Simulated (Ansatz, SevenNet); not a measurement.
For A15 Nb₃Sn (cubic form, which distorts at low temperature), the machine-learned potential SevenNet-l3i5 (trained on PBE and PBE+U data) gives:

- lattice constant a: 5.333 Å
- formation enthalpy: -0.181 eV/atom

### Question
What does r²SCAN in Ansatz (PAW) give for the same quantities?

### Answer

- lattice constant a: 5.304 Å (falls by 0.5 %)
- formation enthalpy: -0.257 eV/atom (moves by -0.076 eV/atom)

For comparison: lattice constant a 5.289 Å (measured, temperature not stated, no zero-point or thermal correction; as tabulated in Priinits et al. (2024), arXiv:2406.00817); formation enthalpy -0.158 ± 0.02 eV/atom (measured, 298 K, copied from a table, unchecked, no zero-point or thermal correction; as tabulated in Wang et al. (2021), doi:10.1038/s41598-021-94550-5).

Changes are worked out from the printed values.

Unless a cell is named, each level is at its own relaxed cell (SevenNet-l3i5 18.96, r²SCAN 18.66 Å³/atom).

Levels without +SOC leave out spin–orbit coupling, which shifts energies and cells of such heavy elements.

Caveats: symmetry holds this phase in the static calculation, where it need not be a minimum (r²SCAN). Ansatz's density-functional and Hartree–Fock values are scalar-relativistic unless marked +SOC, with PAW data made under PBE.

Ansatz is an electronic-structure program.
